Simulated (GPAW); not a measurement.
Band structure of NiTeSe (P3m1, 3 atoms in the cell).

```yaml
crystal:
  lattice:
    - [3.67925, 0.00000, 0.00000]
    - [-1.83963, 3.18632, 0.00000]
    - [0.00000, 0.00000, 5.10108]
  atoms:
    - { symbol: Ni, position: [0.00000, 0.00000, 0.01287] }
    - { symbol: Te, position: [0.66667, 0.33333, 0.74931] }
    - { symbol: Se, position: [0.33333, 0.66667, 0.23782] }
```

Method of the run: PBEsol, GPAW PAW datasets PBEsol (made by gpaw-setup) (plane waves; GPAW).

Settings: mode = pw; ecut = 800 eV; xc = PBEsol; kpts = 7 7 5; mesh shift (steps) = 0 0 0; occupations.name = fermi-dirac; occupations.width = 0.1 eV; nbands = -7; symmetry.symmorphic = false; symmetry.tolerance = 0.0005; maxiter = 120; bandpath_npoints = 40.

The starting cell comes from a database of computed structures (which also holds hypothetical and non-ambient phases and stackings), without a prior relaxation at this level. Its lattice was rescaled by a random factor within 2.5 % of one. Spin-orbit coupling is off. Spin polarisation is off, so a magnetic state, if there is one, cannot be reached.

Levels in eV from the Fermi level, bands 11 to 18:
```json
[
 {"point": "Γ", "11": "-1.73", "12": "0.02", "13": "0.02", "14": "1.33", "15": "1.33", "16": "1.89", "17": "3.74", "18": "6.13"},
 {"point": "M", "11": "-3.03", "12": "-2.11", "13": "-2.05", "14": "-1.84", "15": "0.17", "16": "2.06", "17": "3.77", "18": "6.22"},
 {"point": "K", "11": "-2.55", "12": "-2.01", "13": "-1.55", "14": "-1.45", "15": "-0.58", "16": "-0.05", "17": "3.80", "18": "8.07"},
 {"point": "A", "11": "-2.17", "12": "-0.80", "13": "-0.37", "14": "-0.37", "15": "1.92", "16": "1.92", "17": "4.92", "18": "6.16"},
 {"point": "L", "11": "-2.18", "12": "-2.08", "13": "-2.02", "14": "-0.64", "15": "0.70", "16": "1.20", "17": "4.68", "18": "5.20"},
 {"point": "H", "11": "-2.76", "12": "-2.15", "13": "-1.84", "14": "-1.75", "15": "1.59", "16": "2.35", "17": "6.81", "18": "7.20"}
]
```

Bands cross the Fermi level along this path, so the cell is metallic at this level.
